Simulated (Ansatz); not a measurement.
Base system: Hf in the hcp (Mg type) structure (space group P6_3/mmc, No. 194; a = 3.117 Å, c = 4.950 Å; relaxed with 0.1 eV smearing). Axes: x lies along a and z along c of the hexagonal cell.

Calculations: LDA (Ansatz, a quantum-chemistry and plane-wave program), scalar-relativistic without spin-orbit coupling.

Modification: the cell is stretched by 3.00 % along x with no lateral relaxation; the atoms relax in the strained cell.

What happens to the stress?

The stress (xx, yy, zz, yz, xz, xy; compression positive) amounts to (-5.0, -2.5, -2.4, 0.0, 0.0, 0.0) GPa.

Predict the new energy relative to the base.

The energy increases by 10 meV/atom.

Whether these cells are dynamically stable was not tested. The final runs are not spin-polarised.
